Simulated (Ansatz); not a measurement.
Functionals compared on H on the 1x1 (10-10) surface of wurtzite ZnO (cut with top plane O + Zn), one in a 2x1 cell, started at the site 'top Zn', in Ansatz (plane waves, PAW). The structure was relaxed with PBE; the other rows are single points on it, each with its references at the same level. Cutoff 420 eV (500 eV for r2SCAN). The points keep PBE's geometry, so the relaxation of a polaron and the settling of charge on one site are left out.

Host crystal: wurtzite ZnO, with a band gap (PBE, scalar-relativistic without spin-orbit coupling).

Slab: 33 atoms, 9.4 Å thick at the start under the adsorbate (thin: gaps and levels are the slab's own); k 3x4x1, smearing 0.01 eV, dipole-corrected; 16 atoms held, the rest relaxed; symmetry of the start imposed; spin-polarised, ending with about 1.0 μB a cell, a value that depends on the mesh; orders that need a larger cell were not tried, no spin-orbit, no U, no dispersion correction. The slab shows no gap over 0.04 eV on its mesh. It is one chosen start, not shown to be the lowest state of the adsorbate. These notes are the PBE run's. RPBE: The program's check for a lower electronic state was not made. r2SCAN: The program's check for a lower electronic state was not made. Adsorption energies are against ½ H2(g). A negative adsorption energy means that the adsorbate is more stable on the surface than in its reference.

```json
[
 {"functional": "PBE", "adsorption energy (eV)": "1.66"},
 {"functional": "RPBE", "adsorption energy (eV)": "1.72"},
 {"functional": "r2SCAN", "adsorption energy (eV)": "1.72"}
]
```

Ansatz is a program for electronic structure.
